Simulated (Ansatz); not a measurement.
# SnS2, pressure series

Base system: SnS₂ in the CdI2 type structure (space group P-3m1, No. 164; a = 3.626 Å, c = 5.574 Å; layered, stacked along the Cartesian z axis).

Cell and atoms are relaxed at each pressure.

Level of theory: PBEsol-D3(BJ)/PAW in Ansatz (an electronic-structure program), no SOC.

```
pressure (GPa)  volume per atom (Å³/atom)
--------------  -------------------------
-2                                 23.068
-1                                 21.819
0                                  21.154
0.3                                20.994
0.7                                     ?
1.5                                20.452
```

**Question.** Fit the third-order Birch–Murnaghan form P(V) = (3B₀/2)[(V₀/V)^(7/3) − (V₀/V)^(5/3)]·[1 + (3/4)(B₀′ − 4)((V₀/V)^(2/3) − 1)] (squares taken in P) to the rows shown and predict the withheld row.

**Answer.** Least squares on the printed values gives V₀ = 21.152 Å³/atom, B₀ = 37.7 GPa, B₀′ = 10.4; this predicts 20.795 Å³/atom, and the run gives 20.798 Å³/atom, 0.003 higher.

Load acts through the strain it causes; cell and atoms are relaxed under it. Stability against distortions was not tested.
